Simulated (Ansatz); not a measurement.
Consider BN (space group Pm-3n, No. 223; a = 4.4193 Å; a hypothetical phase, not in the database extracts checked). Axes: x, y, z lie along the cube axes.

Calculations: PBEsol (Ansatz, a quantum-chemistry and plane-wave program), without spin-orbit coupling.

Base values:

The valence-band top at Γ is 0.00, 0.00, 0.00 eV and the valley order is a point along ⟨100⟩, about 0.6 Å⁻¹ from Γ 4.39 eV; a point along ⟨110⟩, about 0.4 Å⁻¹ from Γ 5.13 eV; a point along ⟨111⟩, about 0.4 Å⁻¹ from Γ 5.20 eV.

Now apply this change: uniaxial stress, 0.5 GPa tension along z, with the cell and atoms free to relax against it.

Task: Estimate the effect on the valence-band top at Γ and valley order.

Result: The valence-band top at Γ (three highest levels, from the VBM) goes from 0.00, 0.00, 0.00 eV to 0.00, 0.00, -0.02 eV; the valley order (the lowest conduction-band minima on the path, energy above the VBM, named in the base's zone) goes from a point along ⟨100⟩, about 0.6 Å⁻¹ from Γ 4.39 eV; a point along ⟨110⟩, about 0.4 Å⁻¹ from Γ 5.13 eV; a point along ⟨111⟩, about 0.4 Å⁻¹ from Γ 5.20 eV to a point along [010], about 0.6 Å⁻¹ from Γ 4.39 eV; a point along [001], about 0.6 Å⁻¹ from Γ 4.39 eV; a point along [110], about 0.4 Å⁻¹ from Γ 5.12 eV.

The levels and masses belong to the bands next to the band gap. Load acts through the strain it causes; cell and atoms are relaxed under it. Stability under load was not tested beyond the relaxation.
